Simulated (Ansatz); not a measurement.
# Input and output of a self-consistent single point for the (100) slab of TiSi (cut from a parent of space group no. 62; 8 atoms in the cell) (Ansatz)

Method of the run: LDA (PW92), default PAW files made with PBE (plane waves; Ansatz, a quantum-chemistry and plane-wave program).

Input as run:

Ansatz 0.2 input:
```yaml
crystal:
  lattice:
    - [3.649899, 0.000000, 0.000000]
    - [0.000000, 5.018447, 0.000000]
    - [0.000000, 0.000000, 19.969812]
  atoms:
    - { symbol: Ti, position: [0.250000, 0.371780, 0.557577] }
    - { symbol: Ti, position: [0.750000, 0.628220, 0.442423] }
    - { symbol: Ti, position: [0.750000, 0.871780, 0.606290] }
    - { symbol: Ti, position: [0.250000, 0.128220, 0.393710] }
    - { symbol: Si, position: [0.250000, 0.855400, 0.514397] }
    - { symbol: Si, position: [0.750000, 0.144600, 0.485603] }
    - { symbol: Si, position: [0.750000, 0.355400, 0.649471] }
    - { symbol: Si, position: [0.250000, 0.644600, 0.350529] }
basis:
  ecutwfc: 420.0
kpoints:
  mp_grid: { grid: [7, 5, 1] }
hamiltonian:
  xc: lda
  pseudopotentials: { kind: paw }
scf:
  occupations: { method: fermi_dirac, width: 0.1 }
output:
  forces: true
  eigenvalues: true
  stress: true
```

Output, abridged:

```
WARN ansatz: RAYON_NUM_THREADS=1 ignored (pool sized by the plan → 1); use --threads N
Pseudopotentials: kind: paw
Pseudopotential: Ti, paw, valence charge 12
Pseudopotential: Si, paw, valence charge 4
Crystal: 8 atoms, lattice volume = 365.784 Å³
Basis set: ecut = 420 eV, 7143 PW (Γ)
Bands: 40, of which v1, the nominal top of the filled ones, is band 32 counted from 1 (31 counted from 0)
Symmetry: 4 space group operations
Space group: P21/m (ITA 11), of the structure as read, at distance tolerance 7.2e-5 Å
k-points: 12 of 35
PAW frozen core: Ti, regenerated for the run's functional, and the local potential with it
PAW frozen core: Si, regenerated for the run's functional, and the local potential with it
Initial density: superposition of atomic densities (neutral atoms: chi_scale 0, normalization atom), corrected by the library's trained network
Initial wavefunctions: pseudopotential atomic-orbital guess
Eigensolver: davidson
Functional: x = slater, c = lda
SCF iter   1: F=—  HF=-12235.698751 eV  |F-HF|=—  |Δ(HF+E_count)|=         —  Δρ=4.43e-3  dr2=1.18e-1  ethr=1.77e-3  ⟨swp⟩=7.1  Hψ=2235  notcnv=0
all-band conjugate gradients solve this SCF's bands
preconditioner: auto → LDOS
SCF iter   2: F=—  HF=-12235.686946 eV  |F-HF|=—  |Δ(HF+E_count)|=   1.18e-2  Δρ=1.39e-3  dr2=1.42e-2  ethr=1.84e-4  ⟨swp⟩=2.1  Hψ=750  notcnv=0
SCF iter   3: F=—  HF=-12235.686368 eV  |F-HF|=—  |Δ(HF+E_count)|=   5.79e-4  Δρ=7.01e-4  dr2=3.60e-3  ethr=2.22e-5  ⟨swp⟩=2.2  Hψ=708  notcnv=0
SCF iter   4: F=—  HF=-12235.685490 eV  |F-HF|=—  |Δ(HF+E_count)|=   8.78e-4  Δρ=1.62e-4  dr2=1.64e-4  ethr=5.62e-6  ⟨swp⟩=3.1  Hψ=921  notcnv=0
SCF iter   5: F=—  HF=-12235.685485 eV  |F-HF|=—  |Δ(HF+E_count)|=   4.43e-6  Δρ=5.06e-5  dr2=9.96e-6  ethr=2.56e-7  ⟨swp⟩=2.3  Hψ=817  notcnv=0
SCF iter   6: F=—  HF=-12235.685424 eV  |F-HF|=—  |Δ(HF+E_count)|=   6.14e-5  Δρ=1.34e-5  dr2=1.26e-6  ethr=1.56e-8  ⟨swp⟩=2.7  Hψ=947  notcnv=0
SCF iter   7: F=-12235.685424 eV  HF=-12235.685424 eV  |F-HF|=1.98e-8  |Δ(HF+E_count)|=   3.00e-7  Δρ=3.73e-6  dr2=8.50e-8  ethr=1.56e-10  ⟨swp⟩=8.0  Hψ=2486  notcnv=0
SCF 1 converged in 7 iterations: F = -12235.685424 eV  dr2 = 8.50e-8
SCF converged after 7 iterations
Free energy (F): -12235.685424 eV
Harris-Foulkes:  -12235.685424 eV  (|F-HF|=1.98e-8)
Internal energy: -12235.406649 eV  (E = F + TS)
E sigma→0 (E₀):  -12235.546036 eV
Entropy (-TS):   -0.278776 eV (-34.847 meV/atom)
Fermi energy:    0.869106 eV
--- Per-component energies (eV) ---
  E_band       = -1285.943858
  E_kinetic    = 1244.466725
  E_local      = -34699.391189  (includes V_loc(G=0)·N_el)
  E_nonlocal   = 157.662062
  E_hartree    = 16689.516803
  E_xc         = -602.680122
  E_vxc        = -670.760485  (∫ρ·V_xc dr)
  E_paw        = -5939.689884  (= ΣΔE_a)
  E_vpaw       = -696.992333  (= ΣTr[D̂ρ^β])
  E_aug_tail   = 0.000427  (compensation charges beyond the density's cutoff)
  E_ewald      = 10913.067406
  E_core_change = 1.641124  (= ΣΔE_core)
  E_smearing   = -0.278776  (= −TS)
  E_closure    = 0.000000  (closes the sum)
  Σ components = -12235.685424   (vs F -12235.685424, Δ=0.00e0)
--- Forces (eV/Å), atoms counted from 1 ---
  atom   1  Ti     0.00000000     0.12719098     0.11598614
  atom   2  Ti     0.00000000    -0.12719098    -0.11598614
  atom   3  Ti     0.00000000    -0.25816537    -0.72928721
  atom   4  Ti     0.00000000     0.25816537     0.72928721
  atom   5  Si     0.00000000    -0.02507894     0.28961404
  atom   6  Si     0.00000000     0.02507894    -0.28961404
  atom   7  Si     0.00000000     0.27711480    -0.59507883
  atom   8  Si     0.00000000    -0.27711480     0.59507883
  max |Σ_I F_I| component: 1.11e-16 eV/Å
--- Stress (GPa, compression-positive) ---
       -3.872327       0.000000       0.000000
        0.000000      -5.633015       0.366321
        0.000000       0.366322      -2.721657
  P = ⅓ Tr σ = -4.0757 GPa (-40.757 kbar)
  The stress holds the Pulay correction. Without it, at fixed plane waves, as pw.x and ABINIT print it: P = -4.0921 GPa
--- Band table (eV; the first three rows and the last of 12) ---
  k-point 0: bands = ["-55.5772", "-55.5769", "-55.2191", "-55.2057", "-32.2728", "-32.2694", "-32.1495", "-32.1484", "-32.0307", "-32.0294", "-31.8206", "-31.8181", "-31.8076", "-31.7956", "-31.7580", "-31.7277", "-10.1179", "-6.7220", "-6.3396", [...]
  k-point 1: bands = ["-55.5770", "-55.5768", "-55.2192", "-55.2058", "-32.2743", "-32.2701", "-32.1485", "-32.1476", "-32.0255", "-32.0213", "-31.8309", "-31.8196", "-31.8102", "-31.7967", "-31.7589", "-31.7266", "-9.9977", "-6.5994", "-6.3755", [...]
  k-point 2: bands = ["-55.5768", "-55.5767", "-55.2194", "-55.2060", "-32.2764", "-32.2713", "-32.1467", "-32.1463", "-32.0136", "-32.0100", "-31.8415", "-31.8343", "-31.8098", "-31.7984", "-31.7603", "-31.7251", "-9.7715", "-6.7377", "-6.1656", [...]
  k-point 11: bands = ["-55.5746", "-55.5745", "-55.2118", "-55.2088", "-32.2678", "-32.2666", "-32.1919", "-32.1916", "-32.0216", "-32.0194", "-31.8362", "-31.8320", "-31.8179", "-31.8157", "-31.7533", "-31.7427", "-8.0633", "-6.8782", "-5.3149", [...]
```

The run converged in 7 iterations.

The starting cell comes from a database of computed structures (which also holds hypothetical and non-ambient phases and stackings), without a prior relaxation at this level. The slab is cut from that crystal, and its faces are unrelaxed. Its lattice was rescaled by up to half a per cent. Spin polarisation is off.
